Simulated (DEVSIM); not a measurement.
System: illuminated In0.53Ga0.47As p-on-n cell, one wavelength, at 500 K.

Layer 1 from the left is In0.53Ga0.47As, thickness (μm) 0.570, Na (cm⁻³) 5.1e17, τn (s) 8.8e-11, τp (s) 2.2e-10, absorption coefficient (cm⁻¹) 82000. Layer 2 from the left is In0.53Ga0.47As, thickness (μm) 2.00, Nd (cm⁻³) 3.5e15, τn (s) 4.2e-9, τp (s) 4.2e-9, absorption coefficient (cm⁻¹) 82000.

Left contact: ohmic, minority electron recombination velocity 30 cm/s. Right contact: ohmic, minority hole recombination velocity 1000 cm/s. Voltage is applied to the left contact. Recombination: SRH at mid-gap, radiative, Auger. Light enters at the left, 4.6e16 photons cm⁻² s⁻¹, one pass, no reflection. Mobility is μmin + (μ − μmin)/(1 + (N/Nref)^α).

Constants are typed, rounded textbook-type inputs, not results; the design itself was drawn at random and stands for no fabricated device. Values at 300 K; Nc and Nv go as T^1.5, mobilities as T to minus their exponent, the gap by Varshni's rule with the affinity fixed.

In0.53Ga0.47As: gap (eV) 0.74, affinity (eV) 4.51, permittivity 13.9, Nc (cm⁻³) 2.1e17, Nv (cm⁻³) 7.7e18, μn (cm²/Vs) 12000, μp (cm²/Vs) 300, μn,min 300, μp,min 10, Nref,n 1.3e17, Nref,p 4.9e17, αn 0.48, αp 0.4, T exponent of μn 1.6, T exponent of μp 1.6, B (cm³/s) 9.6e-11, Cn (cm⁶/s) 5e-29, Cp (cm⁶/s) 5e-29, Varshni α (eV/K) 0.00035, Varshni β (K) 190.

DEVSIM, 1D drift-diffusion, Boltzmann statistics, complete ionisation; no tunnelling, impact ionisation, image-force lowering or self-heating.

**Question.** What does the simulation give for the largest field in the device at zero bias, the potential step across the device at zero bias, the dark forward voltage at 100 A/cm²?

**Answer.** largest field in the device at zero bias 47000 V/cm; potential step across the device at zero bias 0.322 V; dark forward voltage at 100 A/cm² 0.236 V.
